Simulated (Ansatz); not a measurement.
## Effect of biaxial strain −2.00 %, plane normal [001], relaxed out of plane on Sn

Start from Sn in the diamond structure (space group Fd-3m, No. 227; a = 6.474 Å; relaxed with 0.1 eV smearing). Axes: x, y, z lie along the cube axes.

Now apply this change: biaxial strain −2.00 %, plane normal [001], relaxed out of plane (Cartesian); in-plane vectors clamped, the third vector and the atoms free.

The values are results of Kohn–Sham DFT with the LDA functional, run in Ansatz (a program for electronic structure) with PAW and 420 eV plane waves, no spin-orbit coupling, not measurements. Settings: 16×16×16 k-points, 0.1 eV Fermi–Dirac smearing.

```tsv
quantity	base	changed	shift
volume per atom	33.93 Å³	33.25 Å³	-0.68 Å³
shortest interatomic distance	2.804 Å	2.786 Å	-0.018 Å
energy relative to the base (free energy F)	0 meV/atom	+5.8 meV/atom	+5.8 meV/atom
pressure (mean of the normal stresses, compression positive)	0.0 GPa	0.9 GPa	+0.9 GPa
band gap	zero	zero	–
out-of-plane strain	–	+2.04 %	–
ratio −ε⊥/ε∥	–	1.02	–
mean in-plane stress (compression positive)	–	+1.4 GPa	–
```

Final structure (turned so that z lies along the plane normal):

```xyz
2
Lattice="4.4866 0.0000 0.0000 0.0000 4.4866 0.0000 2.2433 -2.2433 3.3032" Properties=species:S:1:pos:R:3 pbc="T T T"
Sn     0.0000     0.0000     0.0000
Sn     4.4866     2.2433     1.6516
```

Stability against distortions was not tested.
